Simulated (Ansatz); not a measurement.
# Effect of biaxial strain +3.65 %, plane normal [110], relaxed out of plane on Pd

Consider Pd in the fcc (Cu type) structure (space group Fm-3m, No. 225; a = 3.9104 Å; relaxed with 0.1 eV smearing). Axes: x, y, z lie along the cube axes.

It is then changed as follows: biaxial strain +3.65 %, plane normal [110], relaxed out of plane (Cartesian); in-plane vectors clamped, the third vector and the atoms free.

All numbers come from r2SCAN (Ansatz, a quantum-chemistry and plane-wave program, PAW, scalar-relativistic without spin-orbit coupling). Γ-centred 29×29×29 mesh, Fermi–Dirac width 0.1 eV.

| quantity | base | changed | shift |
|---|---|---|---|
| volume per atom | 14.95 Å³ | 15.58 Å³ | +0.63 Å³ |
| space group | Fm-3m (No. 225) | Immm (No. 71) | – |
| shortest interatomic distance | 2.765 Å | 2.682 Å | -0.083 Å |
| energy relative to the base (free energy F) | 0 meV/atom | +31 meV/atom | +31 meV/atom |
| band gap | zero | zero | – |
| out-of-plane strain | – | -2.99 % | – |
| ratio −ε⊥/ε∥ | – | 0.82 | – |

A biaxial case was relaxed in a doubled cell and then solved in the primitive one. Stability against distortions was not tested. The final runs are not spin-polarised. Pd lies near a magnetic instability that expansion can trigger; it was not tested. Pd has a high density of states at the Fermi level and may be magnetic at this level.
